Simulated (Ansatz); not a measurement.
# Ta: response to strain

Take Ta in the bcc (W type) structure (space group Im-3m, No. 229; relaxed with 0.1 eV smearing) as the base.

```
Ta
1.0
   -1.64115     1.64115     1.64115
    1.64115    -1.64115     1.64115
    1.64115     1.64115    -1.64115
Ta
1
Cartesian
  0.00000   0.00000   0.00000
```

Cartesian axes are those of the cell as printed.

Strains are applied to the cell and any free atomic positions relax; under biaxial strain the out-of-plane vector relaxes too.

Calculations: plane-wave PAW DFT at the PBEsol level (Ansatz, a quantum-chemistry and plane-wave program, 420 eV), without spin-orbit coupling.

Notes on the quantities. energy relative to the base: free energy F.

| biaxial strain, plane normal [001], relaxed out of plane (%) | energy relative to the base (meV/atom) |
|---|---|
| -3 | 27.1 |
| -2.5 | 18.7 |
| -2 | 11.8 |
| -1.5 | ? |
| -1 | 2.9 |
| -0.5 | 0.7 |
| 0 | 0.0 |

Fit ΔE = Aε² + Bε³ (ε in %) to the rows shown and predict the withheld row.

Least squares on the printed values gives A = 2.85 and B = -0.055 meV/atom (largest residual 0.0 meV/atom); this predicts 6.6 meV/atom, and the run gives 6.5 meV/atom, in agreement.

Stability against distortions was not tested. All final runs are without spin polarisation.
